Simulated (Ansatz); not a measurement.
WB (Cmcm, No. 63; cell taken from a computed entry) was calculated with r²SCAN (Ansatz, an electronic-structure program, plane waves, PAW).

Settings: plane-wave cutoff 600 eV, 20×20×20 k mesh, Fermi–Dirac smearing 0.07 eV (set by the program), no spin polarisation, scalar-relativistic PAW data made under PBE.

Computed at the level's own relaxed cell.

```
CELL_PARAMETERS angstrom
      1.58094    -4.22866     0.00000
      1.58094     4.22866     0.00000
      0.00000     0.00000     3.09487
ATOMIC_POSITIONS crystal
  B  0.56142 0.43858 0.75000
  B  0.43858 0.56142 0.25000
  W  0.85543 0.14457 0.75000
  W  0.14457 0.85543 0.25000
```

Q: Give the elastic tensor (Voigt notation, GPa, ions relaxed, in the Cartesian axes of the cell as printed).

A: 
```
  583.0   260.0   223.0     0.0     0.0     0.0
  260.0   573.9   259.8     0.0     0.0     0.0
  223.0   259.8   588.5     0.0     0.0     0.0
    0.0     0.0     0.0   221.7     0.0     0.0
    0.0     0.0     0.0     0.0   261.7     0.0
    0.0     0.0     0.0     0.0     0.0   247.5
```

Note: the relaxation could not lower the start's symmetry, so the cell can be a saddle point above a distorted one.

Spin–orbit coupling is not included.

Computed values are for the static lattice.
